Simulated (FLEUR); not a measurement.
FLEUR run on RuAl (P1, 2 atoms in the cell): self-consistent single point.

Method of the run: PBEsol, all-electron FLAPW (FLEUR), scalar-relativistic valence in FLEUR.

```
CELL_PARAMETERS angstrom
      2.99000     0.00000     0.00000
      0.00000     2.99000     0.00000
      0.00000     0.00000     2.99000
ATOMIC_POSITIONS crystal
  Al 0.49754 0.49206 0.49458
  Ru 0.00246 0.00794 0.00542
```

Reference input (self-consistent single point, DFT, PBE, all-electron FLAPW (FLEUR), scalar-relativistic valence): Kmax = 4.5 1/bohr; GmaxXC = 18 1/bohr; xcFunctional = pbe; jspins = 1; l_soc = F; mode = gauss; fermiSmearingEnergy = 0.00183747 Htr; mesh (inpgen div1-3) = 7 7 7; inpgen gamma flag = false; Gmax = 18 1/bohr; numbands = 0; maxIterBroyd = 99. This run's input differs from it in these lines:

```diff
@@ -14,2 +14,3 @@
 &comp jspins=1 /
+&exco xctyp='PBEs' /
 &kpt div1=7 div2=7 div3=7 /
@@ -26,3 +27,3 @@
       <coreElectrons ctail="T" frcor="F" kcrel="0" coretail_lmax="0"/>
-      <xcFunctional name="pbe" relativisticCorrections="F"/>
+      <xcFunctional name="PBEs" relativisticCorrections="F"/>
       <magnetism jspins="1"/>
```

The program printed (abridged):

```
 Iteration:     1   Distance:      16.53040507 me/bohr^3
 Iteration:     2   Distance:      13.95423420 me/bohr^3
 Iteration:     3   Distance:       6.33842888 me/bohr^3
 Iteration:     4   Distance:       7.20139574 me/bohr^3
 Iteration:     5   Distance:       1.22526162 me/bohr^3
   [... 14 lines left out ...]
 Iteration:    20   Distance:       0.00037390 me/bohr^3
 Iteration:    21   Distance:       0.00027011 me/bohr^3
 Iteration:    22   Distance:       0.00001870 me/bohr^3
 Iteration:    23   Distance:       0.00000045 me/bohr^3
 Reset of history
 Run finished successfully
 Stop message:
   Structural relaxation: new displacements generated

[file out, last iteration]
             iter=     24
[...]
          total density-effective poten   -7.7774609086E+03
          total charge density-energy d   -1.4978157330E+02
 Updated energy parameters for spin:           1
[...]
 fermi energy and band-weighting factors:

[...]
FERMIE:
          first approx. to ef    (T=0)  :   0.447940 htr   (energy of the highest occ. eigenvalue)
          number of occ. states  (T=0)  :       1461
          first approx. to seigv (T=0)  :  -2.783264 htr
          sum of weights of occ. states :   8.501458
          sum of semicore charge        :   0.000000 e
          fermi energy=   0.44784 har   work function= -12.18621 ev
          number of valence electrons=  17.00001
   [... lines left out ...]
          total moment                 =     0.00000
 Direct bandgap for spin            1 :    1.7868728256762667E-002  Htr
 ---->    free energy=                     -4771.9647106177 htr
   [... lines left out ...]
      extrapolation for T->0
 ---->    total electron energy=           -4771.9647106177 htr
 ***** TOTAL FORCES ON ATOMS *****
 TOTAL FORCE FOR ATOM TYPE=  1  X=  2.811   Y=  2.780   Z=  2.795
                       FX_TOT= 0.002272 FY_TOT= 0.007273 FZ_TOT= 0.004984
 TOTAL FORCE FOR ATOM TYPE=  2  X=  0.014   Y=  0.045   Z=  0.031
                       FX_TOT=-0.002222 FY_TOT=-0.007113 FZ_TOT=-0.004874
```

The run converged in 23 iterations. FLEUR gives forces in its relaxation mode, with a further iteration, so its stop message speaks of a relaxation. Against the reference run the largest force moves little (0.477 to 0.468 eV/Å).

The starting cell has typed, rounded lattice constants, without a prior relaxation at this level. Its atoms were displaced at random from the sites of space group no. 221. Spin polarisation is off. Values depend on the basis (sphere radii, cutoffs, local orbitals), which need not be converged. The log's line on a gap gives a spacing of levels on this mesh, which the program prints for metals too.

Cost on one core of a shared machine: roughly 10 min.
